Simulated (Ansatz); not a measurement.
```yaml
crystal:
  lattice:
    - [3.91452, 0.00000, 0.00000]
    - [0.00000, 5.53596, 0.00000]
    - [0.00000, 0.00000, 31.60788]
  atoms:
    - { symbol: Tl, position: [0.00000, 0.25000, 0.24070] }
    - { symbol: Br, position: [0.50000, 0.75000, 0.23935] }
    - { symbol: Tl, position: [0.00000, 0.75000, 0.32352] }
    - { symbol: Br, position: [0.50000, 0.25000, 0.32337] }
    - { symbol: Tl, position: [0.00000, 0.25000, 0.41276] }
    - { symbol: Br, position: [0.50000, 0.75000, 0.41301] }
    - { symbol: Tl, position: [0.00000, 0.75000, 0.50000] }
    - { symbol: Br, position: [0.50000, 0.25000, 0.50000] }
    - { symbol: Tl, position: [0.00000, 0.25000, 0.58724] }
    - { symbol: Br, position: [0.50000, 0.75000, 0.58699] }
    - { symbol: Tl, position: [0.00000, 0.75000, 0.67648] }
    - { symbol: Br, position: [0.50000, 0.25000, 0.67663] }
    - { symbol: Tl, position: [0.00000, 0.25000, 0.75930] }
    - { symbol: Br, position: [0.50000, 0.75000, 0.76065] }
```

No spin polarisation.

All numbers come from PBEsol in Ansatz (plane waves to 420 eV, PAW, no spin-orbit coupling), earlier PAW set. Γ-centred 9×6×1 mesh, Fermi–Dirac width 0.05 eV. The cell is a slab with vacuum along z.

Problem. What is the computed smallest direct gap?

Solution. 1.73 eV.

Problem. What gap character does the calculation give?

Solution. Indirect, Y → X.

Spin-orbit coupling, missing from the scalar runs, can matter with Tl. Whether these cells are dynamically stable was not tested. The cell was made from TlBr in the CsCl type structure (space group Pm-3m, No. 221) by this change: a free-standing slab of 7 layers (14 atoms, 2 a layer) is cut normal to [110], with 15 Å of vacuum and the in-plane cell held at bulk.

Ansatz is an electronic-structure program.
